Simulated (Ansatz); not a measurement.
**What uniaxial strain ε_zz = +3.00 % does to SiC**

Consider SiC in the zinc blende structure (space group F-43m, No. 216; a = 4.3290 Å). Axes: x, y, z lie along the cube axes.

It is then changed as follows: the cell is stretched by 3.00 % along z with no lateral relaxation; the atoms relax in the strained cell.

Level of theory: LDA in Ansatz (plane waves to 420 eV, PAW, no SOC). Settings: 13×13×13 k-points, 0.05 eV Fermi–Dirac smearing.

- Volume per atom = 10.44 Å³ (base 10.14 Å³)
- Space group = I-4m2 (No. 119) (base F-43m (No. 216))
- Shortest interatomic distance = 1.893 Å (base 1.875 Å)
- Energy relative to the base (free energy F) = +11 meV/atom
- Pressure (mean of the normal stresses, compression positive) = -6.47 GPa (base 0.00 GPa)
- Band gap = 1.17 eV (base 1.30 eV)
- Gap character = indirect, Γ → X
- Smallest direct gap = 4.47 eV (base 4.53 eV)
- Electron mass = 0.67 mₑ along k, 0.23 mₑ across (at X) (base 0.68 mₑ along k, 0.23 mₑ across (at X))
- Valence-band top at Γ (three highest levels, from the VBM) = 0.00, 0.00, -0.21 eV (base 0.00, 0.00, 0.00 eV)
- Valley order (the lowest conduction-band minima on the path, energy above the VBM, named in the base's zone) = X along [010] 1.17 eV; X along [001] 1.44 eV (base X along ⟨100⟩ 1.30 eV)
- Stress (xx, yy, zz, yz, xz, xy; compression positive) = (-3.75, -3.75, -11.89, 0.00, 0.00, 0.00) GPa

Masses are band curvatures over ±0.01 Å⁻¹ around the edge. Along k means along the line from Γ to the band edge. Stability against distortions was not tested. Labels are those of the standard path for the cell's own space group.

Ansatz is a program for electronic structure.
